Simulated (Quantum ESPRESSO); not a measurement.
Quick settings and what they miss: Tc (P6_3/mmc, 4 atoms in the cell)

Self-consistent single point.

```
Tc
1.0
    2.71662     0.00000     0.00000
   -1.35831     2.35266     0.00000
    0.00000     0.00000     8.69689
Tc
4
Direct
  0.00000   0.00000   0.00000
  0.00000   0.00000   0.50000
  0.33333   0.66667   0.25000
  0.66667   0.33333   0.75000
```

Method of the run: PBE, SSSP 1.1.2 efficiency (PBE) pseudopotentials (plane waves; Quantum ESPRESSO).

Base settings: ecutwfc = 60 Ry; occupations = smearing; smearing = fd; degauss = 0.0073499 Ry; potentials = {Tc: Tc_ONCV_PBE-1.0.oncvpsp.upf}; K_POINTS = automatic 14 14 4 0 0 0; conv_thr = 1e-09 Ry.

Tight run (finer mesh or higher cutoff; not a proven limit): ecutwfc: 60 Ry → 84 Ry; conv_thr: 1e-09 Ry → 7.3e-11 Ry; K_POINTS: automatic 14 14 4 0 0 0 → automatic 19 19 6 0 0 0. It gave Fermi level (on the code's own zero) 23.61 eV; pressure 12.87 GPa.

Quick runs, as changes from the base:
- A: the base itself
- B: ecutwfc: 60 Ry → 36 Ry; conv_thr: 1e-09 Ry → 7.3e-05 Ry; K_POINTS: automatic 14 14 4 0 0 0 → automatic 6 6 6 1 1 1
- C: ecutwfc: 60 Ry → 32 Ry; pseudopotentials: {Tc: Tc_ONCV_PBE-1.0.oncvpsp.upf} → {Tc: tc_lda_v1.uspp.F.UPF}; K_POINTS: automatic 14 14 4 0 0 0 → automatic 2 2 2 1 1 1; ecutrho: default → 256 Ry [LDA (PZ)]
- D: smearing: fd → mp; degauss: 0.0073499 Ry → 0.019992 Ry; conv_thr: 1e-09 Ry → 7.3e-05 Ry; K_POINTS: automatic 14 14 4 0 0 0 → automatic 4 4 4 0 0 0
- E: ecutwfc: 60 Ry → 48 Ry; degauss: 0.0073499 Ry → 0.036749 Ry; K_POINTS: automatic 14 14 4 0 0 0 → automatic 6 6 6 1 1 1
- F: ecutwfc: 60 Ry → 36 Ry; K_POINTS: automatic 14 14 4 0 0 0 → automatic 1 1 1 0 0 0

Energies are extrapolated to zero smearing width, which holds to low order in the width alone (under cold and Methfessel-Paxton smearing the free energy itself is taken).

Dashes: pressure of B, D, not trusted under this conv_thr with d or f elements; time of B, C, D, F, under 30 s; energy of C, another energy zero.

† marks runs with another functional, U, potentials or spin treatment: their distance from the tight run is not a convergence error alone.

The count of work is k-points × plane waves × bands × iterations; it is no time. Core times come from one kind of shared machine and are given to one figure; runs under 30 s give none.

The starting cell comes from a database of computed structures (which also holds hypothetical and non-ambient phases and stackings), without a prior relaxation at this level. Its lattice was rescaled by a random factor within 2.5 % of one. Spin polarisation is off. In the base run, with a pressure of about 13 GPa the cell is away from its equilibrium volume at this level.

```csv
run,energy less tight (meV/atom),pressure less tight (GPa),count of work / tight,core time / tight (rough)
A,3.2,-0.06,0.22,0.1
B,4.6,–,0.029,–
C†,–,-9.51,0.0029,–
D,0.6,–,0.021,–
E,20.6,6.25,0.079,0.08
F,1069.2,80.45,0.0024,–
```

Among the runs at the tight run's level, the energy misses run from 0.6 to 1069.2 meV/atom.
